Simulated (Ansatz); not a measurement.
The reference is ZrO$_{2}$ in the fluorite structure (space group Fm-3m, No. 225; a = 5.089 Å).

Method: DFT with r2SCAN, PAW potentials and a 500 eV plane-wave cutoff in Ansatz (a first-principles code), scalar-relativistic without spin-orbit coupling.

For the base:

The band gap is 3.89 eV and the lattice parameter a comes out as 5.089 Å. The gap character comes out as indirect, X → Γ.

It is then changed as follows: every Zr is replaced by Hf, then cell and atoms are relaxed.

Q: What does the calculation give for the electron mass, band gap, hole mass, lattice parameter a and gap character after the change?

A: The electron mass is 1.1 mₑ along k, 0.76 mₑ across (at X); the band gap increases by 0.416 eV (3.89 eV → 4.30 eV); the hole mass is 0.28 mₑ along k, 2.9 mₑ across (at X); the lattice parameter a decreases by 0.031 Å to 5.058 Å; the gap character changes from indirect, X → Γ to direct at X.

Spin-orbit coupling, missing from the scalar runs, can matter with Hf. Effective masses come from finite differences of ±0.01 Å⁻¹. Along k means along the line from Γ to the band edge. Stability against distortions was not tested. This is not the structure that HfO2 has at room temperature and ambient pressure. This is not the structure that ZrO2 has at room temperature and ambient pressure.
